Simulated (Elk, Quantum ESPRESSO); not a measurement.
An Elk input for a self-consistent single point of Ti6O (P-31m, 7 atoms in the cell) (DFT, PBEsol+U, all-electron FP-LAPW, Elk's shipped species files, APW+lo basis with extra local orbitals):

```
tasks
  0

xctype
  22

rgkmax
  7.5

gmaxvr
  14.0

nxlo
  2

lorbcnd
  .true.

lmaxi
  3

stype
  0

swidth
  0.00183747

maxscl
  100

dft+u
  1 1
  1 2  0.036749  0.000000

avec
    9.6466552190   -0.0000000453    0.0000000000
   -4.8233275703    8.3542485039    0.0000000000
    0.0000000000    0.0000000000    8.9394439188

sppath
  'species/'

atoms
  2
  'Ti.in'
  6
  0.6688600000  0.6688600000  0.2607300000    0.0 0.0 0.0
  0.3311400000  0.3311400000  0.7392700000    0.0 0.0 0.0
  0.3311400000  0.0000000000  0.2607300000    0.0 0.0 0.0
  0.6688600000  0.0000000000  0.7392700000    0.0 0.0 0.0
  0.0000000000  0.3311400000  0.2607300000    0.0 0.0 0.0
  0.0000000000  0.6688600000  0.7392700000    0.0 0.0 0.0
  'O.in'
  1
  0.0000000000  0.0000000000  0.0000000000    0.0 0.0 0.0

ngridk
  5 5 5
```

Q: Write the same calculation as an input for Quantum ESPRESSO.

A: This is the input that was run; spellings and numerical settings could be chosen otherwise.

```fortran
&CONTROL
  calculation = 'scf'
  prefix = 'ti6o'
  outdir = './tmp'
  pseudo_dir = './'
  tprnfor = .true.
  tstress = .true.
/
&SYSTEM
  ibrav = 0
  celldm(1) = 9.6466552190
  nat = 7
  ntyp = 2
  ecutwfc = 85
  occupations = 'smearing'
  smearing = 'gaussian'
  degauss = 0.0036749
/
&ELECTRONS
  conv_thr = 1.0d-10
  mixing_beta = 0.3
/
ATOMIC_SPECIES
Ti    47.8670  Ti.upf
O     15.9990  O.upf
CELL_PARAMETERS {alat}
   1.0000000000     0.0000000000     0.0000000000
  -0.5000000000     0.8660254038     0.0000000000
   0.0000000000     0.0000000000     0.9266884444
ATOMIC_POSITIONS {angstrom}
Ti    1.7071949543    2.9569483992    1.2333963015
Ti    0.8452000974    1.4639295113    3.4971536985
Ti    1.6904001948    0.0000000000    1.2333963015
Ti    3.4143899085    0.0000000000    3.4971536985
Ti   -0.8452000974    1.4639295113    1.2333963015
Ti   -1.7071949543    2.9569483992    3.4971536985
O     0.0000000000    0.0000000000    0.0000000000
K_POINTS {automatic}
5 5 5  0 0 0
HUBBARD {ortho-atomic}
U Ti-3d 1
```

Basis settings and potentials, where a program has them, do not carry over. This input uses DFT, PBEsol+U, plane waves, PseudoDojo standard norm-conserving (PBESOL) pseudopotentials.

The starting cell comes from a database of computed structures (which also holds hypothetical and non-ambient phases and stackings), without a prior relaxation at this level.
